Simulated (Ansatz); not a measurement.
Base system: PbSe in the rock salt structure (space group Fm-3m, No. 225; a = 6.1780 Å). Axes: x, y, z lie along the cube axes.

Calculations: plane-wave PAW DFT at the r2SCAN level (Ansatz, a first-principles code, 500 eV), no spin-orbit coupling.

For the base:

- Pressure = -0.01 GPa
- Band gap = 0.67 eV

Modification: biaxial strain +2.08 %, plane normal [111], relaxed out of plane (Cartesian); in-plane vectors clamped, the third vector and the atoms free.

Problem. What happens to the out-of-plane strain?

Solution. The out-of-plane strain amounts to -2.18 %.

Problem. What does the calculation give for the pressure after the change?

Solution. The pressure (mean of the normal stresses, compression positive) drops by 0.97 GPa (-0.01 GPa → -0.98 GPa).

Problem. How does this affect the band gap?

Solution. The band gap drops by 0.202 eV (0.67 eV → 0.46 eV).

Spin-orbit coupling, missing from the scalar runs, can matter with Pb. Stability against distortions was not tested.
